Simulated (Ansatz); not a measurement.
**AlNi, response to strain**

The reference is AlNi in the CsCl type structure (space group Pm-3m, No. 221; a = 2.893 Å; not spin-polarised; relaxed with 0.1 eV smearing).

Strains are applied to the cell and any free atomic positions relax.

Method: Kohn–Sham DFT with the PBE functional, run in Ansatz (a quantum-chemistry and plane-wave program) with PAW and 420 eV plane waves, no spin-orbit coupling, earlier PAW set.

Notes on the quantities. energy relative to the base: free energy F.

```tsv
isotropic strain (%)	energy relative to the base (meV/atom)
-1.48	12.4
0	0.0
0.64	?
3.92	72.9
4.98	113.8
```

Problem. Fit ΔE = Aε² + Bε³ (ε in %) to the rows shown and predict the withheld row.

Solution. Least squares on the printed values gives A = 5.37 and B = -0.16 meV/atom (largest residual 0.1 meV/atom); this predicts 2.2 meV/atom, and the run gives 2.2 meV/atom, in agreement.

Stability against distortions was not tested. Starting moments died away, wholly or in part, for the base; another magnetic solution may exist. All final runs are without spin polarisation.
